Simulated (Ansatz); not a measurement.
Consider Hf-vacancy pair (Hf on one host Cu site, one Cu site vacant) in fcc Cu, neutral cell. Calculation: PBE, PAW (plane waves to 420 eV; Ansatz, a first-principles code).

Cell of 32 host sites held at the relaxed PBE lattice; a 2×2×2 k-point mesh shifted by half a step; Fermi-Dirac width 0.10 eV, spin-restricted; finite-size errors left in. No zero-point or tunnelling terms. Spin-orbit coupling is left out. Forms of the defect that were not tried may lie lower.

Barriers: single points on a 4×4×4 k-point mesh shifted by half a step at the bands' geometries (they differ from the bands' own by up to 0.23 eV, and are uncertain by about as much).

The step: direct exchange of Hf with the vacancy (Hf-vacancy distance between ideal sites 2.57 Å throughout). Atoms about the jump, Cartesian Å from the middle of the jump, before and after:

```json
[
 {"atom": "Hf1", "x0": "0.00", "y0": "-0.73", "z0": "-0.73", "x1": "0.00", "y1": "0.73", "z1": "0.73"},
 {"atom": "Cu2", "x0": "1.95", "y0": "0.98", "z0": "-0.93", "x1": "1.95", "y1": "0.93", "z1": "-0.98"},
 {"atom": "Cu3", "x0": "-1.95", "y0": "0.97", "z0": "-0.93", "x1": "-1.95", "y1": "0.93", "z1": "-0.97"},
 {"atom": "Cu4", "x0": "1.95", "y0": "-0.93", "z0": "0.97", "x1": "1.95", "y1": "-0.97", "z1": "0.93"},
 {"atom": "Cu5", "x0": "-1.95", "y0": "-0.93", "z0": "0.97", "x1": "-1.95", "y1": "-0.97", "z1": "0.93"},
 {"atom": "Cu6", "x0": "0.00", "y0": "0.95", "z0": "-2.77", "x1": "0.00", "y1": "0.87", "z1": "-2.63"},
 {"atom": "Cu7", "x0": "0.00", "y0": "2.63", "z0": "-0.87", "x1": "0.00", "y1": "2.77", "z1": "-0.95"},
 {"atom": "Cu8", "x0": "0.00", "y0": "-0.87", "z0": "2.63", "x1": "0.00", "y1": "-0.95", "z1": "2.77"},
 {"atom": "Cu9", "x0": "0.00", "y0": "-2.77", "z0": "0.95", "x1": "0.00", "y1": "-2.63", "z1": "0.87"},
 {"atom": "Cu10", "x0": "-1.80", "y0": "-0.89", "z0": "-2.75", "x1": "-1.79", "y1": "-0.91", "z1": "-2.68"},
 {"atom": "Cu11", "x0": "1.79", "y0": "2.68", "z0": "0.91", "x1": "1.80", "y1": "2.75", "z1": "0.89"},
 {"atom": "Cu12", "x0": "1.80", "y0": "-2.75", "z0": "-0.89", "x1": "1.79", "y1": "-2.68", "z1": "-0.91"},
 {"atom": "Cu13", "x0": "-1.79", "y0": "0.91", "z0": "2.68", "x1": "-1.80", "y1": "0.89", "z1": "2.75"},
 {"atom": "Cu14", "x0": "-1.80", "y0": "-2.75", "z0": "-0.89", "x1": "-1.79", "y1": "-2.68", "z1": "-0.91"},
 {"atom": "Cu15", "x0": "-1.79", "y0": "2.68", "z0": "0.91", "x1": "-1.80", "y1": "2.75", "z1": "0.89"},
 {"atom": "Cu16", "x0": "1.80", "y0": "-0.89", "z0": "-2.75", "x1": "1.79", "y1": "-0.91", "z1": "-2.68"},
 {"atom": "Cu17", "x0": "1.79", "y0": "0.91", "z0": "2.68", "x1": "1.80", "y1": "0.89", "z1": "2.75"},
 {"atom": "Cu18", "x0": "0.00", "y0": "2.70", "z0": "2.70", "x1": "0.00", "y1": "2.70", "z1": "2.70"},
 {"atom": "Cu19", "x0": "0.00", "y0": "-2.70", "z0": "-2.70", "x1": "0.00", "y1": "-2.70", "z1": "-2.70"},
 {"atom": "Cu20", "x0": "-3.63", "y0": "0.93", "z0": "0.93", "x1": "-3.63", "y1": "0.93", "z1": "0.93"},
 {"atom": "Cu21", "x0": "-3.63", "y0": "-0.93", "z0": "-0.93", "x1": "-3.63", "y1": "-0.93", "z1": "-0.93"}
]
```

Task: Where do these atoms stand at the saddle point, and how high is it?

Result: 
```tsv
atom	x	y	z
Hf1	0.00	0.00	-0.01
Cu2	2.09	1.01	-1.02
Cu3	-2.09	1.01	-1.02
Cu4	2.09	-1.01	1.00
Cu5	-2.09	-1.02	1.00
Cu6	0.00	0.92	-2.69
Cu7	0.00	2.68	-0.93
Cu8	0.00	-0.92	2.68
Cu9	0.00	-2.69	0.91
Cu10	-1.72	-0.88	-2.66
Cu11	1.72	2.64	0.86
Cu12	1.72	-2.65	-0.88
Cu13	-1.72	0.87	2.64
Cu14	-1.72	-2.65	-0.88
Cu15	-1.72	2.65	0.86
Cu16	1.72	-0.88	-2.66
Cu17	1.72	0.87	2.64
Cu18	0.00	2.71	2.70
Cu19	0.00	-2.71	-2.72
Cu20	-3.63	0.96	0.95
Cu21	-3.63	-0.96	-0.97
```
It lies 0.32 eV above the start and 0.32 eV above the end. The program found a first-order saddle point.
